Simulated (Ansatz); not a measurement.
Start from VN in the rock salt structure (space group Fm-3m, No. 225; relaxed with 0.1 eV smearing).

```yaml
crystal:
  lattice:
    - [0.00000, 2.03739, 2.03739]
    - [2.03739, 0.00000, 2.03739]
    - [2.03739, 2.03739, 0.00000]
  atoms:
    - { symbol: N, position: [0.00000, 0.00000, 0.00000] }
    - { symbol: V, position: [0.50000, 0.50000, 0.50000] }
```

Cartesian axes are those of the cell as printed.

Calculations: DFT with PBEsol, PAW potentials and a 420 eV plane-wave cutoff in Ansatz (a program for electronic structure), no SOC, earlier PAW set.

For the base:

```
Property          Result
---------------  -------
Pressure         0.0 GPa
Volume per atom  8.46 Å³
```

One thing is altered: biaxial strain +0.30 %, plane normal [111], relaxed out of plane (Cartesian); in-plane vectors clamped, the third vector and the atoms free.

Q: What does the calculation give for the pressure after the change?

A: The pressure (mean of the normal stresses, compression positive) goes from zero to -1.0 GPa.

Q: Predict the new energy relative to the base.

A: The energy hardly moves.

Q: What happens to the volume per atom?

A: The volume per atom increases by 0.026 Å³ (8.46 Å³ → 8.48 Å³).

Whether these cells are dynamically stable was not tested. Starting moments died away, wholly or in part, for the base; another magnetic solution may exist. All final runs are without spin polarisation.
